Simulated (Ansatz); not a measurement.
We look at the reaction energy. Reaction: 1/4 Si (diamond) + 1/5 TaF5 (gas) → 1/5 Ta (bcc) + 1/4 SiF4 (gas). Negative: the products are lower in energy.

Ta (bcc, Im-3m), 1 atom in the cell, k-point mesh 26×26×26 on the run's own vectors. Conventional cell: a = b = c = 3.3204 Å, α = β = γ = 90.00°.

Si (diamond, Fd-3m), 2 atoms in the cell, k-point mesh 10×10×10 on the run's own vectors. Conventional cell: a = 5.4700 Å, b = 5.4700 Å, c = 5.4700 Å, α = 90.00°, β = 90.00°, γ = 90.00°.

An isolated SiF4 molecule (singlet) in a box of 13 × 13 × 14 Å.

An isolated TaF5 molecule (singlet) in a box of 14 × 14 × 16 Å.
```xyz
6

Ta    -0.0001     0.0000     0.0000
F      1.8572     0.0000     0.0000
F     -0.9286     1.6084     0.0000
F     -0.9286    -1.6084     0.0000
F      0.0001     0.0000     1.8915
F      0.0001     0.0000    -1.8915
```

All numbers come from Ansatz (a program for electronic structure), plane waves with PAW, its default PAW set, cutoff 420 eV, 500 eV for r2SCAN. The structures are at rest with PBE; other levels are single points on them. HSE06 runs on coarser k-point meshes, mended by the PBE difference between the two meshes. Some cells are metallic or hold partly filled levels, where a hybrid on a coarse mesh is less sure. Neutral cells; Fermi-Dirac smearing of at most 0.10 eV in the solids, energies taken to zero width. The lattices are those relaxed with PBE, so at other levels the solids can be strained, which adds to the spread. A dispersion term (D3(BJ), or D4 for r2SCAN) was computed beside these levels and is taken off wherever the name lacks it. Static lattices, no vibrational contributions. No structure search was made; lower ones may exist. Spin-orbit coupling is left out.

**Question.** Estimate the value that r2SCAN returns for this input.

**Answer.** -0.18 eV, for 1/4 Si (diamond) + 1/5 TaF5 (gas) → 1/5 Ta (bcc) + 1/4 SiF4 (gas).

**Question.** What do the other levels give, and how wide is the spread?

**Answer.** 
| Functional | value (eV) | less r2SCAN |
|---|---|---|
| HSE06 | -0.21 | -0.03 |

The levels span only 0.03 eV, too little to tell them apart.
